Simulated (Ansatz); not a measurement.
## Bulk modulus B0 of YC6 (model structure, started from the CaC6 type, R-3m, No. 166, 7 atoms in the cell) at several levels of theory

No measured value is used here.

```
level (code)     value (GPa)  cell (Å³/atom)
---------------  -----------  --------------
LDA (Ansatz)               ?            9.88
PBE (Ansatz)             146           10.35
PBEsol (Ansatz)          162           10.10
r²SCAN (Ansatz)          156           10.22
```

Question: Complete the blanks.

Answer: 
- LDA (Ansatz, a program for electronic structure), value (GPa): 174

LDA, PBE, PBEsol, r²SCAN: the bulk modulus is −V dP/dV from two relaxed cells at ±2 % in volume. Each level is taken at its own relaxed cell. Cutoffs differ between the levels. Ansatz's density-functional and Hartree–Fock values are scalar-relativistic unless marked +SOC, with PAW data made under PBE.

A model structure was made by putting elements into a prototype or built by hand; it is no filed structure, need not be a known phase, and can be a saddle point held by its symmetry.
